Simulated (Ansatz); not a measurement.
Input of the mobility step, Ansatz (an electronic-structure program) with PBE, finite-displacement electron-phonon coupling, linearised Boltzmann equation, C (Fd-3m). Condition of this run: hydrostatic pressure -10 GPa (the target of the relaxation).

Ansatz 0.2 input:
```
crystal:
  lattice:
    - [0.0, 1.800234426, 1.800234426]
    - [1.800234426, 0.0, 1.800234426]
    - [1.800234426, 1.800234426, 0.0]
  atoms:
    - { symbol: C, position: [0.0, 0.0, 0.0] }
    - { symbol: C, position: [0.25, 0.25, 0.25] }
kpoints:
  mp_grid: { grid: [8, 8, 8] }
hamiltonian:
  xc: pbe
  pseudopotentials: { kind: paw }
scf:
  occupations: { method: fixed }
phonons:
  supercell: [4, 4, 4]
  carrier_mobility: { temperatures: [150, 200, 250, 300, 350, 400, 500, 600] }
```

An excerpt of its output:

```
--- Carrier mobility (electrons): potentials and phonons of a 4×4×4 supercell ---
  scattering by the run's harmonic phonons alone; scattering by impurities, by other carriers and their screening is left out, and so is spin–orbit coupling
  band edge at 16.8867 eV
  valley at (0.0000 0.3651 0.3651), 6 points alike, 0.00 meV above the edge
  a displaced site's charge and quadrupole, each over the dielectric constant: up to 0.000 e and 0.233 e·Å; the charges' sum missed by 0.132 e
  the run chose the mesh 126×126×126 (1.5 steps from a valley's bottom to the thermal energy of 150 K, as the couplings on a denser one leave too little of the memory); type phonons.carrier_mobility.mesh for another
  mobility, cm²/(V·s), of a tensor a third of its trace; what the velocities' spread within the cells of the mesh adds; mean energy transported, in kT; Lorenz number, in (k/e)²:
           mesh  steps/k_T     T (K)         cm⁻³     solution         MRTA        SERTA  in cells    energy    Lorenz
    126×126×126       1.56    150.00          few     5.3301e3     5.3050e3     5.1388e3    7.07 %     1.963     1.900
    126×126×126       1.80    200.00          few     3.3189e3     3.3067e3     3.2032e3    5.33 %     1.956     1.814
    126×126×126       2.01    250.00          few     2.2288e3     2.2206e3     2.1544e3    4.26 %     1.934     1.665
    126×126×126       2.20    300.00          few     1.5456e3     1.5397e3     1.4977e3    3.53 %     1.902     1.495
    126×126×126       2.38    350.00          few     1.0949e3     1.0906e3     1.0641e3    3.01 %     1.863     1.340
    126×126×126       2.54    400.00          few     7.9273e2     7.8955e2     7.7276e2    2.64 %     1.819     1.217
    126×126×126       2.84    500.00          few     4.4643e2     4.4469e2     4.3751e2    2.16 %     1.737     1.080
    126×126×126       3.12    600.00          few     2.7554e2     2.7456e2     2.7116e2    1.86 %     1.674     1.053
       63×63×63       0.78    150.00          few     5.6811e3     5.6521e3     5.6020e3   27.94 %     1.886     1.891
       63×63×63       0.90    200.00          few     3.4530e3     3.4382e3     3.3991e3   21.46 %     1.905     1.821
       63×63×63       1.01    250.00          few     2.2846e3     2.2752e3     2.2465e3   17.20 %     1.902     1.674
       63×63×63       1.10    300.00          few     1.5694e3     1.5630e3     1.5431e3   14.23 %     1.883     1.502
       63×63×63       1.19    350.00          few     1.1052e3     1.1006e3     1.0873e3   12.12 %     1.851     1.344
       63×63×63       1.27    400.00          few     7.9734e2     7.9399e2     7.8523e2   10.60 %     1.812     1.219
       63×63×63       1.42    500.00          few     4.4738e2     4.4559e2     4.4172e2    8.61 %     1.734     1.081
       63×63×63       1.56    600.00          few     2.7569e2     2.7469e2     2.7285e2    7.37 %     1.672     1.053
  SERTA leaves out what is scattered into a state
  not converged in the mesh: from the mesh of half the divisions the mobility moves by up to 6.59 %; 7.1 % of it stand in the velocities' spread within the cells; MRTA moves by up to 6.54 %
  the changes of the potential over all sites missed a rigid shift's by 0.01 % (the site terms' by 0.61 %)
  the long waves of the potentials, up to 0.756 1/Å, are read off 3 elongated supercells
  the phonons are corrected at the wavevectors of the elongated supercells: the repeat alone misses a frequency there by up to 2.88 %, and what leaves one of them out by up to 1.60 %
```

Scattering by harmonic phonons alone: no impurities, screening or carrier-carrier scattering, bands fixed at 0 K. From a coarser fine mesh the values given move by up to 7 %. The mesh was bound by memory.
